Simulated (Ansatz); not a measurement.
# Si, pressure series

Take Si in the diamond structure (space group Fd-3m, No. 227; a = 5.444 Å) as the base.

Cell and atoms are relaxed at each pressure.

Method: r2SCAN (Ansatz, a first-principles code; PAW; 500 eV plane waves; no spin-orbit coupling).

Notes on the quantities. hole mass: degenerate bands, along [100].

```json
[
 {"change": "base", "width of the top valence band": "4.00 eV", "band gap": "0.78 eV", "hole mass": "0.17, 0.25, 0.25 mₑ (at Γ)", "shortest interatomic distance": "2.357 Å"},
 {"change": "pressure −2 GPa", "width of the top valence band": "3.91 eV", "band gap": "0.81 eV", "hole mass": "0.16, 0.26, 0.26 mₑ (at Γ)", "shortest interatomic distance": "2.374 Å"},
 {"change": "pressure −1 GPa", "width of the top valence band": "?", "band gap": "?", "hole mass": "0.17, 0.25, 0.25 mₑ (at Γ)", "shortest interatomic distance": "?"},
 {"change": "pressure 0.3 GPa", "width of the top valence band": "4.01 eV", "band gap": "0.77 eV", "hole mass": "0.17, 0.25, 0.25 mₑ (at Γ)", "shortest interatomic distance": "2.355 Å"},
 {"change": "pressure 0.7 GPa", "width of the top valence band": "4.03 eV", "band gap": "0.76 eV", "hole mass": "0.17, 0.25, 0.25 mₑ (at Γ)", "shortest interatomic distance": "2.352 Å"},
 {"change": "pressure 1.5 GPa", "width of the top valence band": "4.07 eV", "band gap": "0.75 eV", "hole mass": "0.18, 0.25, 0.25 mₑ (at Γ)", "shortest interatomic distance": "2.346 Å"},
 {"change": "pressure 3 GPa", "width of the top valence band": "4.13 eV", "band gap": "0.72 eV", "hole mass": "0.18, 0.25, 0.25 mₑ (at Γ)", "shortest interatomic distance": "2.335 Å"},
 {"change": "pressure 5 GPa", "width of the top valence band": "4.21 eV", "band gap": "0.69 eV", "hole mass": "0.19, 0.24, 0.24 mₑ (at Γ)", "shortest interatomic distance": "2.321 Å"},
 {"change": "pressure 7.5 GPa", "width of the top valence band": "4.30 eV", "band gap": "0.65 eV", "hole mass": "0.20, 0.24, 0.24 mₑ (at Γ)", "shortest interatomic distance": "2.305 Å"},
 {"change": "pressure 10 GPa", "width of the top valence band": "4.39 eV", "band gap": "0.61 eV", "hole mass": "0.20, 0.24, 0.24 mₑ (at Γ)", "shortest interatomic distance": "2.291 Å"}
]
```

**Question.** What belongs in the blanks?

**Answer.** 
- pressure −1 GPa, width of the top valence band: 3.95 eV
- pressure −1 GPa, band gap: 0.79 eV
- pressure −1 GPa, shortest interatomic distance: 2.366 Å

Load acts through the strain it causes; cell and atoms are relaxed under it. Effective masses come from finite differences of ±0.01 Å⁻¹. Stability against distortions was not tested. Tetrahedral semiconductors of this kind turn to denser phases somewhere between about 1 and 50 GPa; those were not computed, so compressed cells here can lie past the real transition.
